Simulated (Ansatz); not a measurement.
Consider TiC in the rock salt structure (space group Fm-3m, No. 225; a = 4.328 Å). Axes: x, y, z lie along the cube axes.

All numbers come from Ansatz (an electronic-structure program) r2SCAN, scalar-relativistic without spin-orbit coupling.

Strains are applied to the cell and any free atomic positions relax; under stress the whole cell relaxes.

One change was made to it. Results:

| quantity | base | after |
|---|---|---|
| energy relative to the base (free energy F) | 0 meV/atom | +8.6 meV/atom |
| band gap | zero | zero |
| shortest interatomic distance | 2.164 Å | 2.164 Å |

Question: Which change produced these results?
(A) uniaxial stress, 2 GPa compression along x
(B) uniaxial strain ε_yy = −3.76 %
(C) isotropic strain +5.97 %
(D) isotropic strain −2.38 %
(E) tensor shear ε_xz = −1.91 %

Answer: E, tensor shear ε_xz = −1.91 %. For comparison, the energy relative to the base in the other runs: isotropic strain −2.38 % gives +45 meV/atom; uniaxial strain ε_yy = −3.76 % gives +27 meV/atom; uniaxial stress, 2 GPa compression along x gives +0.3 meV/atom; isotropic strain +5.97 % gives +0.224 eV/atom.

Without a gap, meshes like the base's 18×18×18 leave anisotropic stresses uncertain by several tenths of a GPa, and small strain energies with them. Stability under load was not tested beyond the relaxation. The final runs are not spin-polarised.
